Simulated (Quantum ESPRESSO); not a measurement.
Habitual settings against a tight run: SrCo2Ge2 (I4/mmm, 5 atoms in the cell)

Self-consistent single point.

```
CELL_PARAMETERS angstrom
     -2.01908     2.01908     5.55011
      2.01908    -2.01908     5.55011
      2.01908     2.01908    -5.55011
ATOMIC_POSITIONS crystal
  Sr 0.00000 0.00000 0.00000
  Co 0.75000 0.25000 0.50000
  Co 0.25000 0.75000 0.50000
  Ge 0.64316 0.64316 0.00000
  Ge 0.35684 0.35684 0.00000
```

Method of the run: PBEsol, PSlibrary ultrasoft (PBE) pseudopotentials (plane waves; Quantum ESPRESSO).

Base settings: ecutwfc = 50 Ry; ecutrho = 350 Ry; occupations = smearing; smearing = fermi-dirac; degauss = 0.0073499 Ry; input_dft = pbesol; K_POINTS = automatic 9 9 9 0 0 0; conv_thr = 1e-10 Ry; mixing_beta = 0.7.

Tight run (finer mesh or higher cutoff; not a proven limit): ecutwfc: 50 Ry → 70 Ry; ecutrho: 350 Ry → 490 Ry; conv_thr: 1e-10 Ry → 7.3e-11 Ry; K_POINTS: automatic 9 9 9 0 0 0 → automatic 13 13 13 0 0 0. It gave Fermi level (on the code's own zero) 9.46 eV; pressure -4.12 GPa; largest force (vector length) 0.014 eV/Å.

Quick runs, as changes from the base:
- A: the base itself
- B: ecutwfc: 50 Ry → 40 Ry; ecutrho: 350 Ry → 280 Ry; degauss: 0.0073499 Ry → 0.0147 Ry; K_POINTS: automatic 9 9 9 0 0 0 → automatic 2 2 2 1 1 1
- C: ecutwfc: 50 Ry → 25 Ry; ecutrho: 350 Ry → 175 Ry; K_POINTS: automatic 9 9 9 0 0 0 → automatic 4 4 4 0 0 0
- D: ecutwfc: 50 Ry → 25 Ry; ecutrho: 350 Ry → 175 Ry; smearing: fermi-dirac → gaussian; degauss: 0.0073499 Ry → 0.036749 Ry; conv_thr: 1e-10 Ry → 7.3e-06 Ry; K_POINTS: automatic 9 9 9 0 0 0 → automatic 8 8 8 0 0 0
- E: ecutwfc: 50 Ry → 30 Ry; ecutrho: 350 Ry → 210 Ry; degauss: 0.0073499 Ry → 0.0147 Ry; conv_thr: 1e-10 Ry → 7.3e-06 Ry; K_POINTS: automatic 9 9 9 0 0 0 → automatic 1 1 1 0 0 0
- F: ecutwfc: 50 Ry → 38 Ry; ecutrho: 350 Ry → 266 Ry; degauss: 0.0073499 Ry → 0.0099958 Ry; input_dft: pbesol → default; pseudopotentials: {Sr: Sr.pbe-spn-rrkjus_psl.1.0.0.UPF, Co: Co.pbe-n-rrkjus_psl.1.0.0.UPF, Ge: Ge.pbe-n-rrkjus_psl.1.0.0.UPF} → {Sr: Sr.pz-spn-rrkjus_psl.1.0.0.UPF, Co: Co.pz-n-rrkjus_psl.1.0.0.UPF, Ge: Ge.pz-n-rrkjus_psl.1.0.0.UPF}; K_POINTS: automatic 9 9 9 0 0 0 → automatic 4 4 4 0 0 0 [LDA (PZ)]

Energies are extrapolated to zero smearing width, which holds to low order in the width alone (under cold and Methfessel-Paxton smearing the free energy itself is taken).

Dashes: time of C, E, under 30 s; pressure of D, E, not trusted under this conv_thr with d or f elements; energy of F, another energy zero.

† marks runs with another functional, U, potentials or spin treatment: their distance from the tight run is not a convergence error alone.

The count of work is k-points × plane waves × bands × iterations; it is no time. Core times come from one kind of shared machine and are given to one figure; runs under 30 s give none.

The starting cell comes from a database of computed structures (which also holds hypothetical and non-ambient phases and stackings), without a prior relaxation at this level. Its lattice was rescaled by a random factor within 2.5 % of one. Spin polarisation is off. In the base run, with a pressure of about -4 GPa the cell is away from its equilibrium volume at this level.

| run | energy less tight (meV/atom) | pressure less tight (GPa) | largest miss in a force vector (eV/Å) | count of work / tight | core time / tight (rough) |
|---|---|---|---|---|---|
| A | 7.1 | -0.38 | 0.000 | 0.23 | 0.2 |
| B | 64.7 | 0.45 | 0.002 | 0.0085 | 0.03 |
| C | 498.6 | -28.01 | 0.174 | 0.015 | – |
| D | 506.0 | – | 0.118 | 0.042 | 0.03 |
| E | 834.9 | – | 1.393 | 0.0030 | – |
| F† | – | -3.48 | 0.356 | 0.038 | 0.05 |

Among the runs at the tight run's level, the energy misses run from 7.1 to 834.9 meV/atom.
